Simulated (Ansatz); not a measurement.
Amorphous In$_{24}$Ga$_{12}$O$_{54}$, 90 atoms at 6.12 g/cm³, one PBE-relaxed geometry, zone centre. Methods: PBE, scalar-relativistic without spin-orbit coupling (Ansatz, a quantum-chemistry and plane-wave program); r2SCAN, scalar-relativistic without spin-orbit coupling (Ansatz); HSE06, scalar-relativistic without spin-orbit coupling (Ansatz). Plane waves to 420 eV (r2SCAN 500 eV); exact exchange is cut at the cell's faces. At PBE the levels at the filled edge of the gap are localised (band-tail or defect states), and the nearest spread-out levels lie 0.9 eV apart at the zone centre. All rungs ran without spin polarisation.

It comes from a melt-quench run on a machine-learned potential (CHGNet), relaxed afterwards by DFT. O atoms were pushed apart under 1.9 Å during the dynamics, to hinder bonds among them. The hot cell started wider than the set density and was brought back towards it in steps. It is the lowest in DFT energy of 4 quenches. It is a model cell: composition and starting density were chosen by hand, and all elements were melted together. No dispersion term was used. Its density started from a set value of 6.14 and ended at 6.12 g/cm³. The quench (nominally 88 K/ps over its main leg) was far faster than any real one, so the model tends to hold more defects than a real film. One small periodic cell is one sample of the glass; other quenches scatter about these values. Volume and shape were free in the relaxation.

The relaxation ran on the zone centre alone. At PBE the level gap is 0.58 eV on a 2×2×2 Γ-centred mesh, and the spacing at the zone centre alone 0.59 eV.

### Question
What zone-centre spacing does r2SCAN give, roughly?

### Answer
1.02 eV (+0.43 eV against PBE).

### Question
What zone-centre spacing does HSE06 give, roughly?

### Answer
1.99 eV (+1.40 eV against PBE).

The highest filled and the lowest empty state spread over these numbers of atoms (participation numbers): PBE: 3.5 and 81.9; r2SCAN: 3.4 and 81.3; HSE06: 3.9 and 80.9.
